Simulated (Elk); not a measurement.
A self-consistent single point of CoSi (P2_13, 8 atoms in the cell) with Elk.

Computed with PBE, all-electron FP-LAPW, Elk's shipped species files, default APW+lo basis in Elk.

The change in words: lattice scaled by 0.98. Reference geometry:
```
CELL_PARAMETERS angstrom
      4.42301     0.00000     0.00000
      0.00000     4.42301     0.00000
      0.00000     0.00000     4.42301
ATOMIC_POSITIONS crystal
  Co 0.85410 0.64590 0.35410
  Co 0.64590 0.35410 0.85410
  Co 0.35410 0.85410 0.64590
  Co 0.14590 0.14590 0.14590
  Si 0.15654 0.34346 0.65654
  Si 0.34346 0.65654 0.15654
  Si 0.65654 0.15654 0.34346
  Si 0.84346 0.84346 0.84346
```

Reference input (self-consistent single point, DFT, PBE, all-electron FP-LAPW, Elk's shipped species files, default APW+lo basis): xctype = 20; rgkmax = 7; stype = 0; swidth = 0.00999582 Ha; ngridk = 9 9 9; rmtscf = 0.89. This run's input differs from it in these lines:

```diff
@@ -19,3 +19,3 @@
 scale
-  8.358269988
+  8.191104815
```

Output (repeated stretches shortened):

```
│ Self-consistent loop started │
│ Loop number : 1 │
 total energy                :     -6761.62138523
│ Loop number : 2 │
 total energy                :     -6760.51809327
RMS change in Kohn-Sham potential (target) :   0.5614876299     (  0.1000000000E-05)
Absolute change in total energy (target)   :    1.103291961     (  0.1000000000E-03)
│ Loop number : 3 │
 total energy                :     -6762.49563201
RMS change in Kohn-Sham potential (target) :   0.5588008552     (  0.1000000000E-05)
Absolute change in total energy (target)   :    1.701715744     (  0.1000000000E-03)
│ Loop number : 4 │
   [... lines left out ...]
Absolute change in total energy (target)   :   0.3296371169E-03 (  0.1000000000E-03)
│ Loop number : 16 │
 total energy                :     -6734.58008521
RMS change in Kohn-Sham potential (target) :   0.2811939641E-06 (  0.1000000000E-05)
Absolute change in total energy (target)   :   0.1026130794E-03 (  0.1000000000E-03)
│ Loop number : 17 │
 total energy                :     -6734.58010767
RMS change in Kohn-Sham potential (target) :   0.4731887521E-07 (  0.1000000000E-05)
Absolute change in total energy (target)   :   0.3194899364E-05 (  0.1000000000E-03)
Convergence targets achieved

│ Loop number : 18 │

Energies :
 Fermi                       :     0.461121319624
 total energy                :     -6734.58010904

Density of states at Fermi energy :    50.50976317
 (states/Hartree/unit cell)

Estimated indirect band gap :   0.4394620730E-02
 from k-point      1 to k-point     66
Estimated direct band gap   :   0.1165711982E-01
 at k-point      2

Charges :
 core                        :    88.00000000
 valence                     :    76.00000000
 interstitial                :    13.18788127
 muffin-tins (core leakage)
  species :    1 (Co)
   atom    1                 :    25.95496944     (  0.1935264675E-02)
   atom    2                 :    25.95496944     (  0.1935264675E-02)
   atom    3                 :    25.95496944     (  0.1935264675E-02)
   [... lines left out ...]
   atom    2                 :    11.74806025     (  0.4616020578E-02)
   atom    3                 :    11.74806025     (  0.4616020578E-02)
   atom    4                 :    11.74806025     (  0.4616020578E-02)
 total in muffin-tins        :    150.8121187
 total calculated charge     :    163.9676257
 total charge                :    164.0000000
 error                       :   0.3237432283E-01

│ Self-consistent loop stopped │
```

The run converged in 18 iterations. The count includes the last loop, which Elk runs after its targets are met. Against the reference run the total energy goes up by 46.5 meV/atom.

The starting cell comes from a database of computed structures (which also holds hypothetical and non-ambient phases and stackings), without a prior relaxation at this level. Its lattice was rescaled by a random factor within 2.5 % of one. For this run, on top of that: lattice scaled by 0.98. Spin polarisation is off. Values depend on the basis (sphere radii, cutoffs, local orbitals), which need not be converged. The log's line on a gap gives a spacing of levels on this mesh, which the program prints for metals too.

Cost on one core of a shared machine: roughly 4 min.
